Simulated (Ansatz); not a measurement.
Base system: Nb3Sn in the A15 (Cr3Si type) structure (space group Pm-3n, No. 223; a = 5.259 Å). Axes: x, y, z lie along the cube axes.

Calculations: Kohn–Sham DFT with the PBEsol functional, run in Ansatz (a program for electronic structure) with PAW and 420 eV plane waves, no spin-orbit coupling.

Strains are applied to the cell and any free atomic positions relax; under biaxial strain the out-of-plane vector relaxes too.

One change was made to it. Results:

The energy increases by 8.1 meV/atom; the volume per atom increases by 0.35 Å³ (18.18 Å³ → 18.53 Å³); the pressure (mean of the normal stresses, compression positive) goes from zero to -3.0 GPa.

Question: Which of these changes matches the shifts?
A) biaxial strain +1.81 %, plane normal [001], relaxed out of plane
B) uniaxial strain ε_yy = −0.80 %
C) isotropic strain +2.60 %
D) biaxial strain −0.56 %, plane normal [001], relaxed out of plane
E) biaxial strain +2.55 %, plane normal [111], relaxed out of plane

Answer: A, biaxial strain +1.81 %, plane normal [001], relaxed out of plane. For comparison, the pressure in the other runs: biaxial strain +2.55 %, plane normal [111], relaxed out of plane gives -2.4 GPa; isotropic strain +2.60 % gives -11.5 GPa; biaxial strain −0.56 %, plane normal [001], relaxed out of plane gives 0.6 GPa; uniaxial strain ε_yy = −0.80 % gives 1.5 GPa.

Without a gap, meshes like the base's 9×9×9 leave anisotropic stresses uncertain by several tenths of a GPa, and small strain energies with them. Whether these cells are dynamically stable was not tested. All final runs are without spin polarisation.
